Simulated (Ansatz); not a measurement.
System: Si-vacancy pair (Si on one host Ti site, one Ti site vacant) in rock-salt TiN (neutral cell). The step: direct exchange of Si with the vacancy (Si-vacancy distance between ideal sites 3.00 Å throughout); the atom moves 2.79 Å along (0.00, 0.46, 0.46) of the unit cell; the moving atom starts with neighbours 2 N at 1.91, 2 N at 1.99, 2 N at 2.03 Å and ends with 2 N at 1.91, 2 N at 1.99, 2 N at 2.03 Å. A PBE band in Ansatz (plane-wave PAW, a 2×2×2 k-point mesh shifted by half a step, 64 host sites, 88 SCF runs with any check of the saddle's order, static, no finite-size correction) gives a forward barrier of 0.97 eV. The program found a first-order saddle point. Forms of the defect that were not tried may lie lower.

Single points at the band's start and saddle point can refine it. Rough cost of one point, in units of the band's mean SCF on the same machine:

```tsv
Level	Cost of one point
PBE, a 4×4×4 k-point mesh shifted by half a step	about 7
r2SCAN at 500 eV, a 2×2×2 k-point mesh shifted by half a step	about 2
```

**Question.** Which of these move the barrier by more than 0.1 eV, and how far does each move it?

**Answer.** PBE, a 4×4×4 k-point mesh shifted by half a step: +0.05 eV; r2SCAN at 500 eV, a 2×2×2 k-point mesh shifted by half a step: -0.23 eV. Each functional is compared with PBE at the same k-points.

Ansatz is a first-principles code.
